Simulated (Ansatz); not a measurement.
## MoTe2: pressure series

The parent structure is MoTe$_{2}$ (space group P6_3/mmc, No. 194; layered, stacked along the Cartesian z axis).

```
MoTe2
1.0
    3.49664     0.00000     0.00000
   -1.74832     3.02818     0.00000
    0.00000     0.00000    13.69594
Te Mo
4 2
Direct
  0.66667   0.33333   0.38268
  0.33333   0.66667   0.88268
  0.33333   0.66667   0.61732
  0.66667   0.33333   0.11732
  0.66667   0.33333   0.75000
  0.33333   0.66667   0.25000
```

Cell and atoms are relaxed at each pressure.

Level of theory: PBE-D3(BJ), PAW, 420 eV (Ansatz, a program for electronic structure; scalar-relativistic without spin-orbit coupling).

| case | band gap | lattice parameter a | width of the top valence band |
|---|---|---|---|
| base | 0.60 eV | 3.497 Å | 1.03 eV |
| pressure −2 GPa | 0.80 eV | 3.535 Å | 0.89 eV |
| pressure −1 GPa | 0.68 eV | 3.515 Å | 0.99 eV |
| pressure 0.3 GPa | 0.58 eV | 3.492 Å | 1.05 eV |
| pressure 0.7 GPa | 0.54 eV | 3.485 Å | 1.09 eV |
| pressure 1.5 GPa | 0.46 eV | 3.472 Å | 1.14 eV |
| pressure 5 GPa | 0.19 eV | 3.423 Å | 1.31 eV |
| pressure 7.5 GPa | zero | 3.393 Å | – |
| pressure 10 GPa | zero | 3.366 Å | – |

The mesh was chosen for an insulator and is coarse for the gapless case. Spin-orbit coupling, missing from the scalar runs, can matter with Te. Load acts through the strain it causes; cell and atoms are relaxed under it. Stability against distortions was not tested. Competing high-pressure phases were not computed. The final runs are not spin-polarised. Gaps under 0.05 eV, about the width of the smearing, are given as zero. The program warned that a D3 coordination switch lies within reach, so dispersion energies are less smooth here. The zero or small gap of MoTe2 under pressure 5 GPa, MoTe2 under pressure 7.5 GPa and MoTe2 under pressure 10 GPa can change with the level of theory.
